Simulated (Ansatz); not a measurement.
How the band gap of β-phase GaSe (model structure) moves with the method

No measured value is used here.

```csv
level (code),value (eV),cell (Å³/atom)
LDA (Ansatz),0.85,23.46
PBE (Ansatz),1.32,28.54
PBEsol (Ansatz),1.06,24.90
PBE-D3(BJ) (Ansatz),0.87,24.55
PBE-D4 (Ansatz),0.87,24.19
HSE06 (Ansatz),2.05,24.88
PBE0 (Ansatz),2.68,24.88
```

Computed values are for a static lattice. Levels without +SOC have no spin–orbit coupling; where heavier elements are present it shifts gaps, mostly down, and can invert bands.  LDA, PBE, PBEsol, PBE-D3(BJ), PBE-D4, HSE06, PBE0: the gap is read on the k mesh or supercell of the run alone and can be too large. Values are at the level's own equilibrium cell; HSE06 at the PBEsol cell; PBE0 at the PBEsol cell. K meshes differ between the levels. Ansatz's density-functional and Hartree–Fock values are scalar-relativistic unless marked +SOC, with PAW data made under PBE.

A model structure was made by putting elements into a prototype or built by hand; here it ended with the formula and space group of a phase in our tables.

Ansatz is an electronic-structure program.
